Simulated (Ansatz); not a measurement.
Consider SiC (space group P6_3mc, No. 186; a = 3.094 Å, c = 10.129 Å). Axes: x lies along a and z along c of the hexagonal cell.

Structures relaxed with plane-wave PAW DFT at the PBE level (Ansatz, a first-principles code, 420 eV), no SOC.

Base:

Simulated powder pattern, Cu Kα1, λ = 1.54056 Å (kinematic, ideal powder, no thermal factors, no anomalous dispersion; the 8 strongest lines at most, above 2 %, up to 2θ = 90°):

```csv
2θ (°),I/Imax (%),hkl
33.41,25,(100)
34.60,100,(101)
35.42,67,(004)
37.96,99,(102)
56.93,26,(105)
59.72,61,(110)
65.27,46,(106)
71.39,46,(114)
```

Perturbation: uniaxial strain ε_zz = +1.50 %, all other strain components held at zero, atoms relaxed at fixed cell.

Question: Predict the new powder pattern.

Answer: 
Simulated powder pattern, Cu Kα1, λ = 1.54056 Å (kinematic, ideal powder, no thermal factors, no anomalous dispersion; the 8 strongest lines at most, above 2 %, up to 2θ = 90°):

| 2θ (°) | d (Å) | I/Imax (%) | hkl |
|---|---|---|---|
| 33.41 | 2.680 | 24 | (100) |
| 34.56 | 2.593 | 99 | (101) |
| 34.88 | 2.570 | 68 | (004) |
| 37.83 | 2.376 | 100 | (102) |
| 56.35 | 1.631 | 26 | (105) |
| 59.72 | 1.547 | 60 | (110) |
| 64.50 | 1.444 | 48 | (106) |
| 71.06 | 1.325 | 46 | (114) |

The indices refer to the base's conventional cell; one index is shown for lines that coincide.

Whether these cells are dynamically stable was not tested.
